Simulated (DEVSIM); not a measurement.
Structure: Pt/AlN/p-Si capacitor, at 250 K.

Layer 1 from the left is AlN, thickness (nm) 3.70. Layer 2 from the left is Si, thickness (nm) 8500, Na (cm⁻³) 4.6e15.

Metal gate on the left, work function 5.6 eV. Fixed charge at the semiconductor interface 0 cm⁻² (in units of +e); no interface traps.

This is a model device: material constants are rounded textbook-type values typed into the input, and sizes, dopings and lifetimes were drawn at random. Values at 300 K; Nc and Nv go as T^1.5, mobilities as T to minus their exponent, the gap by Varshni's rule with the affinity fixed.

AlN: gap (eV) 6.1, affinity (eV) 1.9, permittivity 8.5. Si: gap (eV) 1.124, affinity (eV) 4.05, permittivity 11.7, Nc (cm⁻³) 2.86e19, Nv (cm⁻³) 3.1e19, Varshni α (eV/K) 0.000473, Varshni β (K) 636.

DEVSIM, 1D Poisson equation in equilibrium, Boltzmann statistics, complete ionisation; no quantum confinement or tunnelling. Metal contacts follow the ideal Schottky-Mott rule: no Fermi-level pinning, no interface dipoles.

**Question.** What does the simulation give for the minimum of the low-frequency capacitance, the flat-band voltage, the threshold voltage (band bending 2φF)?

**Answer.** minimum of the low-frequency capacitance 0.0242 μF/cm²; flat-band voltage 0.60 V; threshold voltage (band bending 2φF) 1.38 V.
